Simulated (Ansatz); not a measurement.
The parent structure is Ce in the fcc (Cu type) structure (space group Fm-3m, No. 225; a = 4.664 Å).

Structures relaxed with DFT with r2SCAN, PAW potentials and a 500 eV plane-wave cutoff in Ansatz (a quantum-chemistry and plane-wave program), without spin-orbit coupling.

Base:

Simulated powder pattern, Cu Kα1, λ = 1.54056 Å (kinematic, ideal powder, no thermal factors, no anomalous dispersion; the 14 strongest lines at most, above 2 %, up to 2θ = 90°):

```
2θ (°)  I/Imax (%)    hkl
------  ----------  -----
33.24          100  (111)
38.57           50  (200)
55.70           34  (220)
66.43           40  (311)
69.79           11  (222)
82.69          5.5  (400)
```

After one change:

Simulated powder pattern, Cu Kα1, λ = 1.54056 Å (kinematic, ideal powder, no thermal factors, no anomalous dispersion; the 14 strongest lines at most, above 2 %, up to 2θ = 90°):

| 2θ (°) | I/Imax (%) |
|---|---|
| 33.61 | 100 |
| 39.00 | 50 |
| 56.34 | 34 |
| 67.22 | 39 |
| 70.64 | 11 |
| 83.77 | 5.5 |

### Question
Which of these changes matches the shifts?
(A) pressure 1.5 GPa
(B) pressure 0.7 GPa
(C) pressure −1 GPa
(D) pressure 5 GPa

### Answer
A, pressure 1.5 GPa. Its volume per atom is 24.57 Å³ against 25.36 Å³, and its space group is Fm-3m (No. 225).

The 4f electrons are in the valence with no U and their state was not checked, so volumes and moments can be off. Load acts through the strain it causes; cell and atoms are relaxed under it. Whether these cells are dynamically stable was not tested. No other phases were tried under pressure. Seeded moments were not kept for the base. All final runs are without spin polarisation.
